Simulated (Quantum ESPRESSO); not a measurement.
The steps of a band-structure calculation for LiVO2 (R-3m, 4 atoms in the cell) with Quantum ESPRESSO.

Method of the run: PBEsol, GBRV 1.5 ultrasoft (PBESOL) pseudopotentials (plane waves; Quantum ESPRESSO).

Step 1 (scf):

```fortran
&CONTROL
   calculation = 'scf',
   prefix = 'run',
   outdir = './tmp/',
   pseudo_dir = './',
   tprnfor = .true.,
   tstress = .true.,
/
&SYSTEM
   ibrav = 0,
   nat = 4,
   ntyp = 3,
   ecutwfc = 50,
   ecutrho = 400,
   occupations = 'smearing',
   smearing = 'fd',
   degauss = 0.0073499,
   nspin = 2,
   starting_magnetization(1) = 0.154,
/
&ELECTRONS
   conv_thr = 1.0d-10,
   mixing_beta = 0.4,
/
ATOMIC_SPECIES
V     50.9415  v_pbesol_v1.4.uspp.F.UPF
O     15.9990  o_pbesol_v1.2.uspp.F.UPF
Li     6.9400  li_pbesol_v1.4.uspp.F.UPF
ATOMIC_POSITIONS {angstrom}
V     0.00000000    0.00000000    7.38670050
O     0.00000000    0.00000000    3.57220836
O     0.00000000    0.00000000   11.20119264
Li    0.00000000    0.00000000    0.00000000
K_POINTS {automatic}
4 4 4  0 0 0
CELL_PARAMETERS {angstrom}
   1.41865003     0.81905798     4.92446700
  -1.41865003     0.81905798     4.92446700
   0.00000000    -1.63811596     4.92446700
```

Step 2 (bands):

```fortran
&CONTROL
   calculation = 'bands',
   prefix = 'run',
   outdir = './tmp/',
   pseudo_dir = './',
   verbosity = 'high',
/
&SYSTEM
   ibrav = 0,
   nat = 4,
   ntyp = 3,
   ecutwfc = 50,
   ecutrho = 400,
   occupations = 'smearing',
   smearing = 'fd',
   degauss = 0.0073499,
   nbnd = 22,
   nspin = 2,
   starting_magnetization(1) = 0.154,
/
&ELECTRONS
   conv_thr = 1.0d-10,
   startingwfc = 'random',
   diago_thr_init = 1.0d-6,
   diagonalization = 'cg',
/
ATOMIC_SPECIES
V     50.9415  v_pbesol_v1.4.uspp.F.UPF
O     15.9990  o_pbesol_v1.2.uspp.F.UPF
Li     6.9400  li_pbesol_v1.4.uspp.F.UPF
ATOMIC_POSITIONS {angstrom}
V     0.00000000    0.00000000    7.38670050
O     0.00000000    0.00000000    3.57220836
O     0.00000000    0.00000000   11.20119264
Li    0.00000000    0.00000000    0.00000000
K_POINTS {crystal_b}
13
  0.00000000   0.00000000   0.00000000  13  ! G
  0.50000000   0.00000000   0.00000000   8  ! L
  0.50000000   0.18510916  -0.18510916   1  ! B1
  0.81489084   0.50000000   0.18510916  14  ! B
  0.50000000   0.50000000   0.50000000   6  ! Z
  0.00000000   0.00000000   0.00000000  15  ! G
  0.34255458   0.00000000  -0.34255458   1  ! X
  0.65744542   0.34255458   0.00000000   7  ! Q
  0.50000000   0.50000000   0.00000000   2  ! F
  0.65744542   0.65744542   0.18510916  12  ! P1
  0.50000000   0.50000000   0.50000000   1  ! Z
  0.50000000   0.00000000   0.00000000   4  ! L
  0.81489084   0.34255458   0.34255458   1  ! P
CELL_PARAMETERS {angstrom}
   1.41865003     0.81905798     4.92446700
  -1.41865003     0.81905798     4.92446700
   0.00000000    -1.63811596     4.92446700
```

Step 3 (bands.x):

```fortran
&BANDS
   prefix = 'run',
   outdir = './tmp/',
   filband = 'bands.dat',
   lsym = .false.,
/
```

Output of bands (abridged):

```
     Atomic positions and unit cell read from directory:
     ./tmp/run.save/

     Message from routine setup:
     using ibrav=0 with symmetry is DISCOURAGED, use correct ibrav instead
     G-vector sticks info
     --------------------
     sticks:   dense  smooth     PW     G-vecs:    dense   smooth      PW
     Sum        1613     803    253                31223    11009    1955

     bravais-lattice index     =            0
   [... lines left out ...]
     unit-cell volume          =     231.6845 (a.u.)^3
     atomic species   magnetization
     number of k points=    85  Fermi-Dirac smearing, width (Ry)=  0.0073
   [... lines left out ...]

     ethr =  1.00E-06,  avg # of iterations = 34.9

     End of band structure calculation

 ------ SPIN UP ------------

          k = 0.0000 0.0000 0.0000 (  1377 PWs)   bands (ev):

   -53.1847 -33.3753 -27.1395 -26.9908 -26.9908  -8.8238  -7.3705   3.8140
     6.0325   6.0325   8.0730   8.6264   8.6265  11.6509  11.6509  12.3432
    14.9366  14.9367  16.1903  18.4280  23.0227  26.5174

          k = 0.0704 0.0406 0.0135 (  1357 PWs)   bands (ev):

   -53.1836 -33.3748 -27.1377 -26.9986 -26.9924  -8.8047  -7.3724   3.8392
     5.9801   6.0419   8.1080   8.5312   8.5907  11.6609  11.6873  12.3490
    14.8844  14.9339  16.2545  18.5361  23.0016  26.4721

   [... 83 blocks of this kind left out ...]

 ------ SPIN DOWN ----------

          k = 0.0000 0.0000 0.0000 (  1377 PWs)   bands (ev):

   -52.5733 -33.3748 -26.5048 -26.4099 -26.4099  -8.7696  -7.3218   3.9649
     6.1690   6.1690   8.1229   8.6555   8.6557  12.2218  12.2218  12.9796
    15.2334  15.2334  16.3204  18.5421  23.1373  26.5666

          k = 0.0704 0.0406 0.0135 (  1357 PWs)   bands (ev):

   -52.5723 -33.3743 -26.5029 -26.4179 -26.4115  -8.7504  -7.3238   3.9897
     6.1152   6.1774   8.1583   8.5657   8.6238  12.2266  12.2559  12.9851
    15.1814  15.2311  16.3832  18.6518  23.1160  26.5218

   [... 83 blocks of this kind left out ...]
```

Output of bands.x (abridged):

```
     Reading xml data from directory:

     ./tmp/run.save/

     G-vector sticks info
     --------------------
     sticks:   dense  smooth     PW     G-vecs:    dense   smooth      PW
     Sum        1613     803    253                31223    11009    1955

     negative rho (up, down):  2.218E-04 6.684E-04
     Reading collected, re-writing distributed wavefunctions
     high-symmetry point:  0.0000 0.0000 0.0000   x coordinate   0.0000
     high-symmetry point:  0.9146 0.5280 0.1756   x coordinate   1.0706
     high-symmetry point:  0.5760 1.1145 0.1756   x coordinate   1.7477
     high-symmetry point:  0.5760 0.9976 0.5269   x coordinate   2.1179
     high-symmetry point:  0.0000 0.0000 0.5269   x coordinate   3.2699
     high-symmetry point:  0.0000 0.0000 0.0000   x coordinate   3.7968
   [... 2 lines left out ...]
     high-symmetry point:  0.0000 1.0560 0.3513   x coordinate   5.9821
     high-symmetry point:  0.0000 0.9976 0.5269   x coordinate   6.1672
     high-symmetry point:  0.0000 0.0000 0.5269   x coordinate   7.1648
     high-symmetry point:  0.9146 0.5280 0.1756   x coordinate   7.1648
     high-symmetry point:  0.8640 0.4988 0.5269   x coordinate   7.5209

     Plottable bands (eV) written to file bands.dat.gnu
     Bands written to file bands.dat

   JOB DONE.
```

The starting cell comes from a database of published, mostly measured structures (it also holds non-ambient and calculated ones), without a prior relaxation at this level. The moments shrank to a small part of their start, a low-spin state that need not be the lowest.
